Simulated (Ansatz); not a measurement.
**Si well of 13 atomic layers along [001] in random Si0.8Ge0.2, interfaces graded over 4 layers**

Prepared with LAMMPS with Tersoff's 1989 multicomponent potential (SiCGe.tersoff): minimisation. Geometry as solved with Ansatz (an electronic-structure program) with PBE, support functions at accuracy medium on the grid of 370 eV.

```xyz
720
Lattice="16.58 0.00 0.00 0.00 16.58 0.00 0.00 0.00 54.96" Properties=species:S:1:pos:R:3 pbc="T T T"
Si    -0.03     0.02     0.02
Si     1.38     1.38     1.38
Si     2.76     2.76     0.00
Si     4.15     4.14     1.36
Si     2.75     0.00     2.75
Si     4.14     1.38     4.11
Si     0.00     2.75     2.75
Si     1.40     4.14     4.09
Si     0.00     0.00     5.52
Si     1.38     1.38     6.87
Si     2.74     2.74     5.46
Ge     4.14     4.14     6.87
Si     2.78     0.03     8.22
Si     4.14     1.38     9.62
Si     0.03     2.73     8.29
Si     1.37     4.13     9.66
Si    -0.01     0.01    11.05
Si     1.38     1.39    12.41
Si     2.76     2.74    11.01
Si     4.16     4.09    12.37
Si     2.75     0.01    13.77
Si     4.14     1.37    15.16
Si     0.00     2.75    13.79
Si     1.35     4.11    15.19
Si    -0.03    -0.01    16.52
Ge     1.38     1.37    17.92
Si     2.79     2.77    16.52
Si     4.14     4.13    17.93
Si     2.79    -0.02    19.31
Si     4.15     1.38    20.66
Si    -0.02     2.79    19.30
Si     1.38     4.14    20.66
Si     0.00     0.00    22.00
Si     1.38     1.38    23.37
Si     2.76     2.76    22.01
Si     4.15     4.15    23.37
Si     2.76     0.00    24.73
Si     4.15     1.38    26.09
Si     0.00     2.76    24.72
Si     1.38     4.14    26.08
Si     0.00     0.00    27.44
Si     1.38     1.38    28.81
Si     2.76     2.76    27.45
Si     4.15     4.14    28.80
Si     2.77     0.00    30.17
Si     4.16     1.38    31.52
Si     0.00     2.76    30.17
Si     1.38     4.15    31.53
Si    -0.01    -0.01    32.88
Si     1.39     1.37    34.21
Si     2.77     2.75    32.87
Si     4.15     4.09    34.26
Ge     2.77     0.00    35.64
Si     4.16     1.41    37.04
Ge     0.00     2.75    35.63
Si     1.39     4.13    37.05
Si     0.00    -0.01    38.42
Si     1.39     1.38    39.77
Si     2.77     2.77    38.41
Si     4.16     4.13    39.77
Si     2.80     0.03    41.13
Si     4.17     1.39    42.53
Si     0.03     2.74    41.18
Si     1.40     4.13    42.53
Ge    -0.03     0.01    43.91
Si     1.42     1.39    45.27
Si     2.80     2.77    43.90
Si     4.16     4.15    45.29
Si     2.78    -0.01    46.61
Ge     4.14     1.38    48.04
Ge     0.01     2.77    46.67
Si     1.43     4.17    48.06
Ge    -0.01     0.03    49.40
Ge     1.40     1.44    50.83
Si     2.79     2.83    49.43
Si     4.18     4.16    50.81
Si     2.80     0.01    52.20
Si     4.14     1.42    53.55
Si    -0.04     2.78    52.24
Si     1.37     4.12    53.59
Ge     0.00     5.54     0.01
Si     1.42     6.93     1.39
Si     2.78     8.30     0.01
Si     4.15     9.68     1.38
Si     2.78     5.52     2.73
Si     4.18     6.89     4.09
Si     0.04     8.27     2.76
Si     1.38     9.68     4.09
Si     0.05     5.52     5.48
Si     1.37     6.89     6.89
Ge     2.78     8.29     5.50
Si     4.15     9.73     6.87
Si     2.72     5.52     8.28
Si     4.13     6.86     9.64
Si    -0.03     8.27     8.23
Ge     1.36     9.71     9.59
Si    -0.03     5.51    11.01
Si     1.32     6.89    12.39
Ge     2.76     8.28    11.04
Si     4.15     9.73    12.39
Ge     2.73     5.47    13.75
Ge     4.16     6.87    15.19
Si    -0.03     8.25    13.78
Ge     1.35     9.69    15.15
Si    -0.01     5.51    16.56
Si     1.35     6.87    17.96
Ge     2.75     8.29    16.61
Si     4.17     9.71    17.97
Si     2.76     5.51    19.30
Si     4.14     6.91    20.65
Si    -0.01     8.29    19.30
Si     1.38     9.67    20.65
Si     0.00     5.53    22.01
Si     1.38     6.91    23.37
Si     2.76     8.29    22.01
Si     4.15     9.67    23.36
Si     2.76     5.53    24.73
Si     4.15     6.91    26.08
Si     0.00     8.29    24.73
Si     1.38     9.67    26.08
Si    -0.01     5.52    27.43
Si     1.37     6.90    28.78
Si     2.76     8.29    27.44
Si     4.15     9.68    28.78
Si     2.75     5.52    30.15
Si     4.13     6.91    31.50
Si    -0.03     8.26    30.12
Ge     1.39     9.66    31.49
Si    -0.01     5.53    32.88
Si     1.35     6.91    34.25
Si     2.75     8.25    32.89
Ge     4.14     9.67    34.27
Ge     2.76     5.52    35.64
Si     4.18     6.91    37.03
Si    -0.01     8.29    35.64
Si     1.37     9.66    37.01
Si     0.02     5.55    38.36
Si     1.43     6.89    39.72
Si     2.79     8.30    38.37
Si     4.17     9.66    39.75
Si     2.75     5.49    41.12
Ge     4.14     6.89    42.53
Ge     0.01     8.29    41.09
Ge     1.38     9.69    42.58
Si     0.04     5.50    43.93
Si     1.38     6.89    45.32
Si     2.76     8.26    43.97
Si     4.14     9.63    45.32
Si     2.79     5.53    46.68
Si     4.15     6.91    48.06
Si    -0.01     8.29    46.68
Si     1.36     9.64    48.09
Ge     0.00     5.53    49.45
Si     1.38     6.95    50.83
Si     2.77     8.28    49.44
Si     4.13     9.64    50.83
Ge     2.77     5.54    52.22
Si     4.18     6.94    53.61
Si     0.00     8.31    52.20
Si     1.41     9.65    53.56
Ge     0.03    11.07    -0.01
Si     1.41    12.46     1.42
Si     2.79    13.80     0.03
Si     4.11    15.21     1.39
Si     2.77    11.05     2.76
Si     4.11    12.41     4.17
Si     0.00    13.84     2.76
Si     1.37    15.21     4.14
Ge     0.00    11.08     5.50
Si     1.40    12.49     6.89
Si     2.76    13.84     5.51
Si     4.15    15.22     6.87
Si     2.80    11.12     8.23
Si     4.17    12.47     9.63
Si    -0.03    13.82     8.24
Ge     1.38    15.22     9.62
Si    -0.02    11.10    10.99
Ge     1.39    12.47    12.40
Si     2.80    13.85    11.01
Si     4.13    15.24    12.38
Si     2.79    11.06    13.78
Si     4.14    12.41    15.17
Si    -0.02    13.85    13.80
Si     1.35    15.23    15.13
Si    -0.05    11.08    16.56
Si     1.35    12.42    17.94
Ge     2.75    13.83    16.54
Si     4.17    15.22    17.93
Si     2.75    11.07    19.30
Si     4.15    12.45    20.65
Si    -0.01    13.82    19.28
Si     1.38    15.19    20.65
Si     0.00    11.06    22.01
Si     1.38    12.44    23.37
Si     2.76    13.82    22.01
Si     4.15    15.20    23.37
Si     2.77    11.05    24.72
Si     4.15    12.44    26.08
Si     0.00    13.82    24.72
Si     1.38    15.21    26.08
Si     0.00    11.06    27.44
Si     1.38    12.45    28.79
Si     2.77    13.83    27.44
Si     4.15    15.20    28.80
Si     2.79    11.08    30.13
Si     4.15    12.45    31.52
Si     0.00    13.83    30.16
Si     1.38    15.20    31.53
Ge    -0.03    11.09    32.92
Si     1.39    12.48    34.30
Si     2.77    13.82    32.90
Si     4.17    15.19    34.24
Si     2.72    11.06    35.65
Ge     4.14    12.46    37.03
Si    -0.01    13.84    35.65
Si     1.35    15.20    37.05
Si    -0.01    11.07    38.36
Si     1.34    12.46    39.73
Si     2.73    13.86    38.42
Si     4.15    15.22    39.77
Ge     2.78    11.09    41.12
Si     4.15    12.49    42.52
Si    -0.04    13.80    41.11
Ge     1.40    15.18    42.48
Si    -0.04    11.09    43.92
Si     1.36    12.46    45.25
Si     2.78    13.81    43.91
Si     4.16    15.20    45.26
Ge     2.73    11.06    46.68
Si     4.14    12.47    48.06
Si    -0.01    13.81    46.61
Ge     1.41    15.17    48.01
Si     0.02    11.02    49.47
Si     1.40    12.41    50.82
Si     2.78    13.80    49.47
Si     4.15    15.20    50.83
Si     2.78    11.04    52.20
Si     4.14    12.42    53.59
Si     0.01    13.77    52.19
Ge     1.39    15.20    53.59
Ge     5.52     0.02     0.00
Si     6.91     1.44     1.39
Si     8.26     2.83     0.01
Si     9.65     4.18     1.36
Ge     8.29     0.01     2.77
Si     9.68     1.38     4.18
Si     5.51     2.78     2.76
Si     6.91     4.13     4.12
Si     5.52     0.02     5.51
Si     6.91     1.37     6.89
Si     8.28     2.76     5.51
Si     9.66     4.11     6.87
Si     8.29    -0.02     8.24
Si     9.69     1.33     9.60
Si     5.54     2.74     8.27
Si     6.89     4.15     9.60
Si     5.51     0.00    11.00
Si     6.86     1.36    12.39
Ge     8.29     2.74    11.00
Si     9.68     4.10    12.43
Ge     8.28    -0.02    13.76
Ge     9.71     1.40    15.19
Si     5.51     2.73    13.78
Si     6.87     4.09    15.20
Si     5.53     0.01    16.55
Si     6.91     1.38    17.93
Si     8.28     2.77    16.58
Si     9.68     4.14    17.93
Si     8.29     0.00    19.29
Si     9.67     1.38    20.65
Si     5.52     2.76    19.29
Si     6.91     4.14    20.64
Si     5.53     0.00    22.02
Si     6.91     1.38    23.37
Si     8.29     2.76    22.01
Si     9.67     4.15    23.36
Si     8.30     0.00    24.73
Si     9.68     1.38    26.08
Si     5.53     2.76    24.73
Si     6.91     4.15    26.09
Si     5.53     0.00    27.44
Si     6.92     1.38    28.80
Si     8.29     2.76    27.44
Si     9.68     4.14    28.79
Si     8.30     0.00    30.16
Si     9.68     1.38    31.53
Si     5.53     2.75    30.15
Si     6.94     4.11    31.50
Si     5.54     0.01    32.89
Si     6.92     1.38    34.27
Si     8.30     2.76    32.89
Si     9.67     4.14    34.27
Si     8.30     0.02    35.63
Si     9.67     1.38    37.02
Si     5.54     2.75    35.65
Si     6.90     4.14    37.01
Si     5.53     0.02    38.39
Si     6.91     1.38    39.77
Si     8.28     2.76    38.38
Si     9.62     4.13    39.77
Si     8.29     0.01    41.15
Si     9.65     1.35    42.56
Si     5.54     2.76    41.15
Si     6.92     4.13    42.53
Si     5.54     0.00    43.89
Si     6.91     1.38    45.27
Si     8.28     2.74    43.90
Si     9.67     4.09    45.28
Si     8.31     0.03    46.65
Si     9.68     1.38    48.06
Si     5.54     2.76    46.63
Ge     6.90     4.14    48.07
Si     5.52     0.01    49.48
Si     6.89     1.41    50.81
Si     8.31     2.75    49.46
Si     9.67     4.17    50.81
Ge     8.27    -0.02    52.17
Ge     9.67     1.44    53.58
Si     5.53     2.79    52.19
Si     6.90     4.18    53.57
Si     5.54     5.54     0.01
Si     6.92     6.91     1.38
Si     8.29     8.28    -0.02
Si     9.64     9.69     1.33
Si     8.28     5.53     2.76
Si     9.66     6.88     4.15
Si     5.53     8.29     2.74
Si     6.90     9.66     4.13
Si     5.55     5.53     5.46
Si     6.93     6.90     6.84
Si     8.30     8.29     5.49
Si     9.69     9.66     6.85
Si     8.26     5.49     8.20
Ge     9.66     6.91     9.57
Ge     5.52     8.28     8.25
Si     6.87     9.71     9.65
Si     5.51     5.48    11.00
Si     6.87     6.86    12.36
Ge     8.25     8.30    11.01
Ge     9.69     9.75    12.40
Ge     8.25     5.48    13.79
Ge     9.68     6.90    15.23
Ge     5.54     8.30    13.75
Ge     6.95     9.72    15.20
Si     5.56     5.49    16.58
Si     6.91     6.90    17.94
Si     8.30     8.30    16.62
Si     9.69     9.69    17.94
Si     8.30     5.53    19.29
Si     9.68     6.92    20.65
Si     5.53     8.29    19.30
Si     6.92     9.67    20.65
Si     5.53     5.53    22.01
Si     6.91     6.91    23.36
Si     8.30     8.29    22.01
Si     9.68     9.67    23.37
Si     8.29     5.53    24.72
Si     9.67     6.91    26.09
Si     5.53     8.29    24.72
Si     6.92     9.67    26.08
Si     5.53     5.53    27.45
Si     6.91     6.91    28.81
Si     8.29     8.29    27.45
Si     9.68     9.67    28.81
Si     8.30     5.52    30.15
Si     9.67     6.90    31.52
Si     5.52     8.30    30.16
Si     6.90     9.67    31.52
Ge     5.54     5.51    32.89
Si     6.93     6.91    34.28
Si     8.27     8.27    32.86
Ge     9.66     9.70    34.21
Si     8.29     5.51    35.64
Si     9.64     6.90    37.02
Si     5.55     8.26    35.65
Ge     6.92     9.68    37.03
Si     5.53     5.52    38.40
Si     6.91     6.89    39.76
Si     8.31     8.27    38.42
Si     9.71     9.65    39.75
Si     8.27     5.52    41.15
Si     9.64     6.91    42.49
Si     5.55     8.28    41.12
Si     6.92     9.62    42.51
Si     5.56     5.50    43.92
Si     6.90     6.92    45.26
Si     8.29     8.28    43.89
Si     9.67     9.67    45.28
Ge     8.33     5.55    46.65
Si     9.69     6.95    48.08
Si     5.54     8.26    46.67
Si     6.93     9.62    48.03
Si     5.52     5.56    49.46
Si     6.90     6.91    50.82
Si     8.28     8.28    49.45
Si     9.64     9.62    50.84
Si     8.28     5.53    52.19
Si     9.67     6.90    53.56
Si     5.53     8.29    52.20
Si     6.91     9.66    53.58
Si     5.52    11.03    -0.01
Si     6.89    12.38     1.38
Ge     8.30    13.78     0.00
Si     9.69    15.18     1.40
Si     8.26    11.02     2.73
Ge     9.66    12.44     4.12
Ge     5.51    13.81     2.78
Si     6.89    15.21     4.18
Si     5.54    11.07     5.50
Si     6.89    12.47     6.86
Si     8.28    13.85     5.53
Si     9.68    15.20     6.89
Ge     8.30    11.07     8.25
Si     9.72    12.48     9.64
Si     5.53    13.85     8.25
Si     6.91    15.21     9.63
Si     5.53    11.10    11.01
Si     6.94    12.46    12.37
Si     8.31    13.83    11.00
Si     9.70    15.18    12.37
Si     8.30    11.14    13.79
Si     9.69    12.47    15.17
Ge     5.53    13.83    13.78
Si     6.91    15.20    15.22
Si     5.51    11.09    16.58
Si     6.92    12.45    17.93
Si     8.30    13.83    16.56
Si     9.68    15.20    17.93
Si     8.29    11.06    19.29
Si     9.68    12.44    20.65
Si     5.54    13.83    19.29
Si     6.91    15.21    20.65
Si     5.53    11.06    22.00
Si     6.91    12.44    23.36
Si     8.30    13.82    22.01
Si     9.68    15.20    23.37
Si     8.29    11.06    24.72
Si     9.67    12.44    26.08
Si     5.53    13.82    24.72
Si     6.91    15.20    26.08
Si     5.54    11.06    27.44
Si     6.91    12.44    28.81
Si     8.29    13.82    27.45
Si     9.68    15.21    28.80
Si     8.30    11.06    30.17
Si     9.68    12.46    31.52
Si     5.54    13.83    30.17
Si     6.92    15.21    31.53
Si     5.55    11.08    32.88
Si     6.91    12.47    34.25
Si     8.31    13.84    32.89
Si     9.68    15.22    34.26
Si     8.27    11.09    35.61
Ge     9.71    12.43    37.00
Si     5.55    13.85    35.61
Si     6.89    15.25    36.99
Si     5.52    11.07    38.43
Si     6.86    12.45    39.80
Ge     8.26    13.86    38.41
Si     9.69    15.23    39.80
Ge     8.31    11.06    41.15
Si     9.70    12.48    42.55
Si     5.52    13.86    41.16
Si     6.92    15.22    42.52
Ge     5.50    11.02    43.88
Ge     6.92    12.46    45.30
Si     8.31    13.87    43.89
Si     9.68    15.23    45.28
Si     8.29    11.01    46.66
Ge     9.67    12.44    48.03
Si     5.49    13.84    46.68
Ge     6.92    15.23    48.06
Ge     5.52    11.02    49.41
Ge     6.94    12.45    50.86
Si     8.33    13.84    49.45
Si     9.72    15.19    50.80
Si     8.32    11.01    52.23
Si     9.71    12.41    53.56
Si     5.49    13.82    52.23
Si     6.88    15.18    53.57
Ge    11.09    -0.01     0.03
Si    12.49     1.39     1.40
Si    13.82     2.77     0.00
Si    15.20     4.10     1.38
Si    13.84    -0.01     2.76
Si    15.21     1.37     4.13
Ge    11.05     2.78     2.76
Si    12.43     4.15     4.19
Si    11.06    -0.02     5.51
Si    12.45     1.34     6.87
Si    13.81     2.72     5.49
Ge    15.22     4.13     6.87
Si    13.83     0.00     8.27
Si    15.22     1.36     9.65
Si    11.04     2.71     8.21
Ge    12.47     4.09     9.60
Si    11.06    -0.01    11.00
Si    12.42     1.39    12.37
Si    13.86     2.73    11.04
Si    15.22     4.12    12.41
Ge    13.80    -0.01    13.79
Si    15.21     1.40    15.18
Si    11.10     2.78    13.77
Si    12.47     4.14    15.17
Si    11.08    -0.03    16.58
Si    12.45     1.37    17.92
Si    13.83     2.76    16.55
Si    15.19     4.15    17.92
Si    13.83     0.00    19.28
Si    15.20     1.38    20.65
Si    11.06     2.75    19.28
Si    12.43     4.14    20.64
Si    11.06     0.00    22.01
Si    12.44     1.38    23.37
Si    13.82     2.76    22.00
Si    15.20     4.15    23.36
Si    13.82     0.00    24.72
Si    15.20     1.38    26.08
Si    11.06     2.77    24.72
Si    12.44     4.15    26.08
Si    11.06     0.00    27.44
Si    12.44     1.38    28.81
Si    13.82     2.76    27.45
Si    15.20     4.14    28.81
Si    13.82     0.00    30.17
Si    15.20     1.38    31.53
Si    11.05     2.76    30.16
Si    12.43     4.14    31.53
Si    11.06     0.01    32.90
Si    12.44     1.38    34.27
Si    13.81     2.76    32.90
Si    15.18     4.16    34.24
Si    13.82    -0.02    35.63
Si    15.21     1.31    37.00
Si    11.05     2.75    35.63
Si    12.43     4.14    36.96
Si    11.04    -0.02    38.38
Si    12.42     1.32    39.76
Ge    13.81     2.72    38.36
Ge    15.23     4.16    39.78
Si    13.81    -0.01    41.15
Si    15.17     1.41    42.50
Ge    11.03     2.73    41.15
Si    12.46     4.13    42.51
Si    11.06     0.00    43.90
Si    12.44     1.39    45.27
Si    13.82     2.78    43.90
Si    15.20     4.16    45.27
Si    13.79     0.01    46.66
Si    15.15     1.39    48.03
Si    11.04     2.73    46.65
Ge    12.43     4.15    48.06
Si    11.06     0.01    49.43
Si    12.43     1.38    50.82
Si    13.82     2.74    49.46
Si    15.18     4.13    50.85
Si    13.79     0.03    52.23
Si    15.18     1.39    53.60
Si    11.08     2.81    52.16
Si    12.44     4.16    53.57
Si    11.04     5.52    -0.02
Si    12.43     6.89     1.32
Si    13.79     8.27    -0.05
Ge    15.17     9.64     1.39
Ge    13.83     5.52     2.76
Si    15.27     6.90     4.13
Ge    11.05     8.30     2.73
Si    12.43     9.72     4.12
Si    11.04     5.52     5.53
Si    12.42     6.90     6.88
Ge    13.83     8.30     5.49
Si    15.20     9.69     6.91
Si    13.82     5.55     8.24
Si    15.20     6.90     9.62
Si    11.08     8.32     8.22
Si    12.44     9.70     9.61
Ge    11.04     5.49    11.03
Ge    12.51     6.90    12.41
Si    13.83     8.31    10.95
Ge    15.19     9.69    12.39
Si    13.87     5.49    13.82
Si    15.21     6.89    15.19
Ge    11.11     8.34    13.83
Si    12.48     9.73    15.22
Si    11.10     5.49    16.58
Si    12.45     6.91    17.92
Si    13.83     8.29    16.55
Si    15.20     9.67    17.92
Si    13.82     5.53    19.29
Si    15.19     6.91    20.66
Si    11.07     8.29    19.28
Si    12.44     9.67    20.65
Si    11.06     5.53    22.00
Si    12.43     6.91    23.37
Si    13.82     8.29    22.01
Si    15.20     9.68    23.37
Si    13.82     5.53    24.72
Si    15.20     6.91    26.08
Si    11.05     8.29    24.73
Si    12.43     9.67    26.08
Si    11.06     5.53    27.44
Si    12.43     6.91    28.81
Si    13.81     8.29    27.44
Si    15.19     9.68    28.79
Si    13.81     5.52    30.17
Si    15.19     6.91    31.52
Si    11.06     8.29    30.17
Si    12.45     9.68    31.52
Si    11.05     5.52    32.90
Si    12.46     6.88    34.24
Si    13.82     8.29    32.89
Si    15.16     9.66    34.30
Si    13.83     5.53    35.63
Si    15.20     6.91    37.01
Ge    11.07     8.28    35.66
Si    12.47     9.69    37.05
Ge    11.05     5.51    38.39
Si    12.46     6.93    39.78
Si    13.84     8.29    38.40
Si    15.19     9.72    39.73
Si    13.79     5.52    41.15
Ge    15.19     6.89    42.55
Si    11.04     8.27    41.14
Ge    12.43     9.70    42.53
Ge    11.04     5.50    43.88
Ge    12.44     6.94    45.32
Si    13.85     8.33    43.94
Si    15.21     9.69    45.30
Si    13.86     5.53    46.67
Si    15.19     6.93    48.04
Si    11.03     8.33    46.70
Si    12.46     9.65    48.05
Si    11.04     5.56    49.45
Si    12.44     6.91    50.82
Si    13.82     8.29    49.44
Si    15.19     9.67    50.82
Si    13.81     5.53    52.19
Si    15.19     6.92    53.54
Si    11.05     8.28    52.20
Si    12.42     9.67    53.56
Si    11.07    11.05    -0.01
Si    12.44    12.44     1.35
Si    13.84    13.81    -0.01
Si    15.20    15.20     1.38
Si    13.80    11.10     2.76
Si    15.18    12.48     4.11
Si    11.09    13.83     2.73
Si    12.44    15.21     4.12
Si    11.07    11.06     5.52
Si    12.45    12.45     6.88
Si    13.81    13.84     5.50
Si    15.19    15.21     6.88
Si    13.82    11.08     8.26
Si    15.18    12.46     9.63
Si    11.08    13.84     8.25
Si    12.46    15.21     9.64
Si    11.11    11.11    10.99
Si    12.45    12.46    12.41
Si    13.83    13.83    11.02
Si    15.21    15.19    12.39
Si    13.81    11.10    13.81
Si    15.19    12.47    15.17
Si    11.06    13.83    13.78
Si    12.41    15.18    15.19
Si    11.05    11.08    16.56
Si    12.43    12.44    17.93
Si    13.80    13.82    16.55
Si    15.19    15.20    17.91
Si    13.81    11.05    19.28
Si    15.19    12.44    20.64
Si    11.06    13.82    19.29
Si    12.44    15.21    20.65
Si    11.06    11.05    22.01
Si    12.44    12.44    23.37
Si    13.82    13.82    22.01
Si    15.20    15.20    23.36
Si    13.82    11.06    24.73
Si    15.20    12.44    26.08
Si    11.06    13.82    24.73
Si    12.44    15.20    26.08
Si    11.05    11.06    27.44
Si    12.43    12.44    28.80
Si    13.82    13.82    27.44
Si    15.20    15.21    28.80
Si    13.82    11.06    30.15
Si    15.17    12.47    31.50
Si    11.06    13.83    30.16
Si    12.43    15.21    31.53
Si    11.09    11.10    32.86
Si    12.46    12.45    34.25
Si    13.82    13.84    32.89
Si    15.20    15.20    34.26
Si    13.81    11.07    35.65
Si    15.19    12.45    37.00
Si    11.09    13.84    35.60
Si    12.44    15.20    37.00
Si    11.09    11.04    38.42
Si    12.44    12.46    39.77
Si    13.81    13.83    38.38
Si    15.18    15.20    39.77
Si    13.83    11.09    41.12
Si    15.18    12.45    42.52
Si    11.07    13.84    41.15
Si    12.44    15.21    42.53
Si    11.03    11.09    43.94
Si    12.44    12.44    45.29
Si    13.80    13.82    43.90
Si    15.16    15.19    45.30
Si    13.79    11.02    46.65
Ge    15.22    12.39    48.03
Si    11.06    13.85    46.63
Si    12.40    15.24    48.02
Ge    11.07    11.01    49.47
Si    12.44    12.42    50.87
Ge    13.76    13.81    49.42
Ge    15.19    15.21    50.86
Si    13.82    11.04    52.21
Si    15.19    12.44    53.56
Si    11.07    13.81    52.20
Si    12.46    15.17    53.57
```
